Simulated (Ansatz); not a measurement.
We consider B2Se3 (model structure, started from the A-La2O3 type, P-3m1, No. 164, 5 atoms in the cell), described by PBEsol in Ansatz (PAW).

Excerpt of the program's output:

```
Crystal: 5 atoms, lattice volume = 81.956 Å³
Basis set: ecut = 520 eV, 2165 PW (Γ), exchange–correlation on 48×48×144 points (8 copies of the dense FFT grid, shifted against one another)
Bands: 33, of which v1, the nominal top of the filled ones, is band 27 counted from 1 (26 counted from 0)
Symmetry: 12 space group operations
Space group: P-3m1 (ITA 164), of the structure as read, at distance tolerance 4.3e-5 Å
k-points: 202 of 1944
Functional: x = pbesol(κ = 0.804, μ = 0.12345679012345678), c = pbesol(β = 0.046)
SCF iter   1: F=—  HF=-16576.007559 eV  |F-HF|=—  |Δ(HF+E_count)|=         —  Δρ=6.18e-3  dr2=4.58e-2
SCF iter   2: F=—  HF=-16575.998209 eV  |F-HF|=—  |Δ(HF+E_count)|=   9.35e-3  Δρ=3.13e-3  dr2=9.65e-3
  ...
SCF iter   7: F=—  HF=-16575.995084 eV  |F-HF|=—  |Δ(HF+E_count)|=   1.08e-8  Δρ=3.03e-6  dr2=5.39e-9
SCF iter   8: F=-16575.995084 eV  HF=-16575.995084 eV  |F-HF|=1.09e-11  |Δ(HF+E_count)|=  9.86e-10  Δρ=4.89e-7  dr2=1.44e-10
SCF 1 converged in 8 iterations: F = -16575.995084 eV  dr2 = 1.44e-10
SCF converged after 8 iterations
Free energy (F): -16575.995084 eV
Internal energy: -16575.983833 eV  (E = F + TS)
E sigma→0 (E₀):  -16575.989458 eV
Fermi energy:    10.008134 eV
--- Forces (eV/Å), atoms counted from 1 ---
  atom   1  B      0.00000000    -0.00000000    -0.00022959
  atom   2  B     -0.00000000     0.00000000     0.00022959
  atom   3  Se     0.00000000     0.00000000     0.00000000
  atom   4  Se     0.00000000    -0.00000000     0.00068917
  atom   5  Se     0.00000000     0.00000000    -0.00068917
--- Stress (GPa, compression-positive) ---
        0.004360      -0.000000       0.000000
       -0.000000       0.004360       0.000000
        0.000000       0.000000       0.015426
  P = ⅓ Tr σ = 0.0080 GPa (0.080 kbar)
```

Problem. Write an input file that could have produced this run (the log leaves some choices open).

Solution. Several could match; the one computed here: 
Ansatz 0.2 input:
```yaml
crystal:
  lattice:
    - [3.2120762087, 0.0, 0.0]
    - [-1.6060381044, 2.7817395956, 0.0]
    - [0.0, 0.0, 9.1723202066]
  atoms:
    - { symbol: B, position: [0.3333333333, 0.6666666667, 0.182815543] }
    - { symbol: B, position: [0.6666666667, 0.3333333333, 0.817184457] }
    - { symbol: Se, position: [0.0, 0.0, 0.0] }
    - { symbol: Se, position: [0.3333333333, 0.6666666667, 0.7047472737] }
    - { symbol: Se, position: [0.6666666667, 0.3333333333, 0.2952527263] }
basis:
  ecutwfc: 520
  ecutrho_ratio: 4
  xc_grid: 2
kpoints:
  mp_grid: { grid: [18, 18, 6] }
hamiltonian:
  xc: pbesol
  dispersion: none
  pseudopotentials: { kind: paw }
scf:
  occupations: { method: fermi_dirac, width: 0.05 }
  convergence: { dr2_threshold: 0.0000000005 }
output:
  forces: true
  stress: true
  eigenvalues: true
```

The PAW data were made under PBE.

Note: the relaxation could raise the start's symmetry but not lower it, so the cell can be a saddle point. Note: the cell has widely spaced layers and the level no dispersion term, so their spacing and the moduli can rest on weak binding.

The result took about 24 core-seconds (a rough figure).

A model structure was made by putting elements into a prototype or built by hand; it is no filed structure, need not be a known phase, and can be a saddle point held by its symmetry.

Ansatz is a program for electronic structure.
